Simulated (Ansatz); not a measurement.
An Ansatz (a first-principles code) run: Os with a change (pressure 22.5 GPa); DFT with PBE, PAW potentials and a 420 eV plane-wave cutoff in Ansatz, no spin-orbit coupling.

Input:

Ansatz 0.2 input:
```yaml
crystal:
  lattice:
    - [2.7217275089, 0, 0]
    - [-1.3608637544, 2.3570851649, 0]
    - [0, 0, 4.2987866841]
  atoms:
    - { symbol: Os, position: [0.6666666667, 0.3333333333, 0.75] }
    - { symbol: Os, position: [0.3333333333, 0.6666666667, 0.25] }
basis: { ecutwfc: 420, ecutrho_ratio: 4, xc_grid: 2, fft_grid_basis: typed }
kpoints: { mp_grid: { grid: [19, 19, 11] } }
hamiltonian:
  xc: pbe
  dispersion: none
  pseudopotentials: { kind: paw }
scf: { occupations: { method: fermi_dirac, width: 0.05 } }
relax: { f_tol: 0.01, max_steps: 60, cell: { stress_tol: 0.02, p_target: 22.5 } }
output: { forces: true, stress: true }
checkpoint: { write: state.ck, write_every: 1000 }
```

Output (explanatory and most iteration lines left out):

```
Relaxation: its limit of steps is 60 (relax.max_steps)
Pseudopotential: Os, paw, valence charge 16
Crystal: 2 atoms, lattice volume = 27.578 Å³
Basis set: ecut = 420 eV, 537 PW (Γ), exchange–correlation on 40×40×60 points (8 copies of the dense FFT grid, shifted against one another)
Bands: 20, of which v1, the nominal top of the filled ones, is band 16 counted from 1 (15 counted from 0)
Symmetry: 24 space group operations
Space group: P63/mmc (ITA 194), of the structure as read, at distance tolerance 3.0e-5 Å
k-points: 240 of 3971
Functional: x = pbe(κ = 0.804, μ = 0.2195149727645171), c = pbe(β = 0.06672455060314922)
SCF iter   1: F=—  HF=-22769.054075 eV  |F-HF|=—  |Δ(HF+E_count)|=         —  Δρ=9.41e-3  dr2=8.52e-3  ethr=1.77e-3  ⟨swp⟩=4.9  Hψ=18918  notcnv=0
SCF iter   2: F=—  HF=-22769.057084 eV  |F-HF|=—  |Δ(HF+E_count)|=   3.01e-3  Δρ=5.50e-3  dr2=2.86e-3  ethr=2.66e-5  ⟨swp⟩=1.9  Hψ=8156  notcnv=0
SCF 1 converged in 6 iterations: F = -22769.058542 eV  dr2 = 2.20e-10
relax step   1: F+E_penalty+E_count = -22769.05854202 eV  Δ(F+E_penalty+E_count) = +0.000e0 eV  max|allowed force component| = 2.313e-16 eV/Å  Δτ_max = 0.0000 Å  P = +15.000 GPa  Ω = 27.578 Å³  (6 SCF iters, dr2 threshold 1.00e-7 eV, accepted)
[... steps on the carried basis left out ...]
relax step   7: F+E_penalty+E_count = -22769.00911455 eV  Δ(F+E_penalty+E_count) = -8.593e-7 eV  max|allowed force component| = 2.128e-16 eV/Å  Δτ_max = 0.0000 Å  P = +22.500 GPa  Ω = 27.155 Å³  stress off target by 1.79e-4 GPa  SCF on the basis re-selected at this cell (its energy is not comparable with the rows above)  (7 SCF iters)
SCF converged after 7 iterations
Free energy (F): -22769.009115 eV
Internal energy: -22769.000445 eV  (E = F + TS)
E sigma→0 (E₀):  -22769.004780 eV
Entropy (-TS):   -0.008670 eV (-4.335 meV/atom)
Fermi energy:    26.986019 eV
--- Forces (eV/Å), atoms counted from 1 ---
  atom   1  Os    -0.00000000    -0.00000000     0.00000000
  atom   2  Os     0.00000000     0.00000000     0.00000000
--- Stress (GPa, compression-positive) ---
       22.499821       0.000000       0.000000
        0.000000      22.499821       0.000000
        0.000000       0.000000      22.500136
  P = ⅓ Tr σ = 22.4999 GPa (224.999 kbar)
--- Relaxed structure (5 steps of the walk, 4 accepted, 2 SCFs on fresh bases) ---
  cell:  # Å, volume = 27.1546 Å³
    - [2.7071309506028998, -2.8712671519253822e-11, 0.0]
    - [-1.353565475276584, 2.344444174607584, 0.0]
    - [0.0, 0.0, 4.278534079412148]
  atoms:
    - { symbol: Os, position: [0.6666666666666667, 0.3333333333333334, 0.7499999999999998] }
    - { symbol: Os, position: [0.3333333333333334, 0.6666666666666669, 0.25] }
```

Load acts through the strain it causes; cell and atoms are relaxed under it. No phonon test of stability was made. No other phases were tried under pressure. The final runs are not spin-polarised. The cell was made from Os in the hcp (Mg type) structure (space group P6_3/mmc, No. 194) by this change: pressure 22.5 GPa.
